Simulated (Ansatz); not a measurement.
**SiO₂ (within 0.1 Å of C222₁, No. 20, 12 atoms in the cell; start mp-555891; a measured phase of this formula has another space group)**

Calculation: PBE0 in Ansatz (PAW).

Settings: plane-wave cutoff 460 eV, 6×4×6 k mesh (along the axes of the cell as run), Fermi–Dirac smearing 0.01 eV, scalar-relativistic PAW data made under PBE.

Cell (relaxed with PBEsol):

O$_{2}$Si is taken in the orthorhombic space group C222₁ (No. 20), Pearson symbol oS24. Cell: a = 4.9895 Å, b = 8.8389 Å, c = 8.3207 Å, α = β = γ = 90.00°. Si on 8c has 4 O at 1.609–1.620 Å (tetrahedral). O1 on 8c sees 2 Si at 1.619 Å (bent). O2 on 4a is coordinated by 2 Si at 1.620 Å (bent). O3 on 4b is surrounded by 2 Si at 1.609 Å (linear). (Neighbours: up to the widest gap in distance over summed covalent radii, below 1.35, at either atom.)
(The calculation used a cell of 12 atoms; values per cell refer to that cell.)

- band gap: 8.15 eV (on the SCF k mesh) (indirect)
- smallest direct gap on the k points sampled: 8.17 eV

Note: cell and atoms aren't relaxed at this level (largest force component 0.21 eV/Å, pressure -2.3 GPa).

Static lattice: no zero-point or thermal effects.

It cost about 23 core-minutes (a rough figure) of CPU time.

A start named mp-… is a Materials Project structure, which need not be a measured phase.

Ansatz is an electronic-structure program.
